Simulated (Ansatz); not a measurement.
Take Ir in the fcc (Cu type) structure (space group Fm-3m, No. 225; a = 3.8305 Å) as the base.

It is then changed as follows: a hydrostatic pressure of 60 GPa.

Levels (all Ansatz, a program for electronic structure, PAW): PBEsol (420 eV, spin-orbit coupling left out); r2SCAN (500 eV, scalar-relativistic without spin-orbit coupling).

The geometry is relaxed with PBEsol.

| Item | Result |
|---|---|
| PBEsol pressure | 60.0 GPa |

With r2SCAN at the same geometry, the pressure increases by 5.9 GPa to 65.9 GPa.

Single points use the geometry relaxed with PBEsol. Their cutoffs differ, which shifts pressures a little. Load acts through the strain it causes; cell and atoms are relaxed under it. Whether these cells are dynamically stable was not tested. Competing high-pressure phases were not computed. All final runs are without spin polarisation.
